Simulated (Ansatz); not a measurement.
F on the 1x1 (110) surface of bcc Mo, one in a 3x3 cell, energies for each (63.6 Å²). Energies are against ½ F2(g), without zero-point or thermal terms; each row is named by its start.

All values below come from PBE (plane waves to 420 eV, PAW; Ansatz, a program for electronic structure).

Set-up: 37 atoms, 6.5 Å thick at the start under the adsorbate (thin: gaps and levels are the slab's own); mesh 4x4x1; 0.1 eV smearing; dipole correction on; 18 atoms held, the rest relaxed; each run with such symmetry as its start has; no spin, no spin-orbit, no U, no dispersion correction.

A negative adsorption energy means that the adsorbate is more stable on the surface than in its reference. Heights count from the host atoms within 0.3 Å of the top one.

```tsv
starting site	E_ads (eV)	height (Å)	nearest host atom (Å)	bonded to	Δ work function (eV)	lateral drift (Å)
top Mo	-3.67	2.14	Mo 1.91	Mo	0.38	0.0
hollow Mo-Mo-Mo	-3.86	1.54	Mo 2.14	3 Mo	0.05	0.2
```
